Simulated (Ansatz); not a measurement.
Si₃N₄ (model structure, started from the spinel Si type, Fd-3m, No. 227, 14 atoms in the cell) was calculated with PBE-D3(BJ) (PAW; Ansatz, a program for electronic structure).

Run with plane-wave cutoff 520 eV, 8×8×8 k mesh, Fermi–Dirac smearing 0.01 eV, scalar-relativistic PAW data made under PBE.

Cell (relaxed at this level):

```cif
data_N8Si6
_chemical_formula_sum 'Si6 N8'
_space_group_name_H-M_alt 'P 1'
_space_group_IT_number 1
_cell_length_a 5.46982
_cell_length_b 5.46982
_cell_length_c 5.46982
_cell_angle_alpha 60.000
_cell_angle_beta 60.000
_cell_angle_gamma 60.000
loop_
_space_group_symop_operation_xyz
  'x, y, z'
loop_
_atom_site_label
_atom_site_type_symbol
_atom_site_fract_x
_atom_site_fract_y
_atom_site_fract_z
_atom_site_occupancy
Si1 Si 0.62500 0.62500 0.62500 1
Si2 Si 0.12500 0.62500 0.62500 1
Si3 Si 0.62500 0.12500 0.62500 1
Si4 Si 0.62500 0.62500 0.12500 1
Si5 Si 0.25000 0.25000 0.25000 1
Si6 Si 0.00000 0.00000 0.00000 1
N1 N 0.86767 0.86767 0.86767 1
N2 N 0.39700 0.86767 0.86767 1
N3 N 0.86767 0.39700 0.86767 1
N4 N 0.86767 0.86767 0.39700 1
N5 N 0.38233 0.38233 0.38233 1
N6 N 0.85300 0.38233 0.38233 1
N7 N 0.38233 0.85300 0.38233 1
N8 N 0.38233 0.38233 0.85300 1
```

Task: Give the computed band gap and smallest direct gap on the k points sampled.

Result: 
band gap: 3.43 eV (indirect)
smallest direct gap on the k points sampled: 3.46 eV

Note: the relaxation could raise the start's symmetry but not lower it, so the cell can be a saddle point.

Static lattice: no zero-point or thermal effects.

Computing time: about 27 core-seconds (a rough figure).

A model structure was made by putting elements into a prototype or built by hand; it is no filed structure, need not be a known phase, and can be a saddle point held by its symmetry.
